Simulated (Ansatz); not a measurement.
The reference is Co2Si (space group Pnma, No. 62; a = 4.884 Å, b = 3.712 Å, c = 7.042 Å; ferromagnetic). Axes: x, y, z lie along a, b, c of the conventional cell.

(Cell as relaxed with PBE.)

Levels (all Ansatz, a program for electronic structure, PAW, earlier PAW set): PBE (420 eV, scalar-relativistic without spin-orbit coupling); r2SCAN (500 eV, no spin-orbit coupling).

Each level relaxes its own structure.

```json
[
 {"base": "volume per atom", "PBE": "10.64 Å³", "r2SCAN": "10.43 Å³"},
 {"base": "band gap", "PBE": "zero", "r2SCAN": "zero"},
 {"base": "largest site moment", "PBE": "0.43 μB", "r2SCAN": "1.07 μB"}
]
```

The change: biaxial strain +0.77 %, plane normal [001], relaxed out of plane (Cartesian); in-plane vectors clamped, the third vector and the atoms free.

| quantity | PBE | r2SCAN |
|---|---|---|
| largest site moment | 0.49 μB | (withheld) |
| shortest interatomic distance | 229.6 pm | (withheld) |
| pressure (mean of the normal stresses, compression positive) | -1.7 GPa | (withheld) |
| magnetic state | ferromagnetic | (withheld) |

Problem. Given the PBE results, estimate those of r2SCAN.

Solution. 
- largest site moment, r2SCAN: 1.09 μB
- shortest interatomic distance, r2SCAN: 227.8 pm
- pressure (mean of the normal stresses, compression positive), r2SCAN: -1.9 GPa
- magnetic state, r2SCAN: ferromagnetic

PBE's largest site moment lies 0.60 μB below r2SCAN's; PBE's shortest interatomic distance lies 1.8 pm above r2SCAN's (0.8 %); PBE's pressure lies 0.2 GPa above r2SCAN's; the two agree on the magnetic state. Neither level is exact; r2SCAN is the comparison here, not a measurement.

The magnetic state is the one reached from the starting moments; the real material's order can differ, and small cells can't hold many antiferromagnetic ones. Stability against distortions was not tested.
